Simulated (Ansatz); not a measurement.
# GaN: energy against strain

GaN (wurtzite, P6_3mc, 11.758 Å³/atom at rest, c along z) under an equal strain ε in the (0001) plane with the normal axis free, as in a coherent film. PBE in Ansatz, a plane-wave DFT program (PAW, default set), 420 eV, 12×12×6 Γ-centred mesh, Fermi-Dirac smearing 0.05 eV; ions are relaxed within the symmetry of each cell.

Here s stands for strain and y for E less E0.

| strain (%) | E less E0 (meV/atom) |
|---|---|
| -3.00 | ? |
| -1.20 | 4.37 |
| -0.60 | 1.10 |
| 0.00 | 0.00 |
| 0.60 | 1.06 |
| 1.20 | 4.12 |

Taking a parabola for y over the 5 complete rows: Least squares gives y = 0.013 - 0.0900·s + 2.9405·s². Residuals (row less fit): 0.015, -0.026, -0.013, 0.042, -0.019; standard error 0.040 (degrees of freedom: 2). Twice the quadratic coefficient over the volume, 2 × 2.9405 meV × 10⁴ × 0.1602 / 11.758 Å³, is twice the biaxial elastic modulus of this plane = 801 ± 8 GPa.

Q: Estimate the missing y (s = -3.00); what did the run itself give?

A: y = 0.013 - 0.0900 × (-3.0) + 2.9405 × (-3.0)² = 26.748 meV/atom. The calculation gives 28.31 meV/atom, 1.562 meV/atom above the prediction (5.5 % of the range of y in the table). The row lies outside the fitted rows, so this is an extrapolation. From the scatter of the fitted rows alone, a prediction at this place has a standard error of 0.258 meV/atom, so the miss is 6.1 times that.

One order more, fitted to all 11 runs of the series, follows each within 0.01, so the miss is the next term of a smooth law. Rows are the converged runs of the series near zero and its far end; series whose fitted rows scatter by over a few per cent of the range, as at a crossing or softening among them, aren't shown in this form. Most that stay on the fit to the last digits aren't either.
